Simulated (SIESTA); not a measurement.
Band structure of NiSi2 (Fm-3m, 3 atoms in the cell).

```xyz
3
Lattice="0.0000 2.7050 2.7050 2.7050 0.0000 2.7050 2.7050 2.7050 0.0000" Properties=species:S:1:pos:R:3 pbc="T T T"
Si     1.3525     1.3525     1.3525
Si     4.0575     4.0575     4.0575
Ni     0.0000     0.0000     0.0000
```

Computed with GGA PBE, numerical atomic orbitals DZP, PseudoDojo PBE standard norm-conserving potentials (rewritten from UPF to PSML) in SIESTA 5.4.2.

Settings: XC.functional = GGA; XC.authors = PBE; potentials = PseudoDojo PBE standard; PAO.BasisSize = DZP; PAO.EnergyShift = 0.01 Ry; MeshCutoff = 400 Ry; kgrid.MonkhorstPack = 11 11 11; OccupationFunction = FD; ElectronicTemperature = 136 meV; MaxSCFIterations = 150; SCF.Mixer.Method = Broyden; SCF.Mixer.Weight = 0.25; SCF.Mixer.History = 8; SCF.DM.Tolerance = 1.0E-04.

The starting cell has typed, rounded lattice constants, without a prior relaxation at this level. Spin polarisation is off. Values carry the incompleteness of an atom-centred basis.

Levels in eV from the Fermi level, bands 10 to 15:
```json
[
 {"point": "Γ", "10": "-3.48", "11": "-0.17", "12": "1.72", "13": "1.72", "14": "1.72", "15": "2.34"},
 {"point": "X", "10": "-3.61", "11": "-3.61", "12": "-3.43", "13": "-2.88", "14": "-0.41", "15": "1.42"},
 {"point": "W", "10": "-3.72", "11": "-3.60", "12": "-3.08", "13": "-2.37", "14": "2.26", "15": "2.26"},
 {"point": "K", "10": "-3.80", "11": "-3.41", "12": "-2.87", "13": "-2.55", "14": "0.22", "15": "3.69"},
 {"point": "L", "10": "-3.29", "11": "-3.29", "12": "-1.46", "13": "-1.46", "14": "1.81", "15": "1.81"},
 {"point": "U", "10": "-3.80", "11": "-3.41", "12": "-2.87", "13": "-2.55", "14": "0.22", "15": "3.69"}
]
```

Bands cross the Fermi level along this path, so the cell is metallic at this level.

Higher empty bands are left out: an atom-centred basis made for the valence describes them poorly.
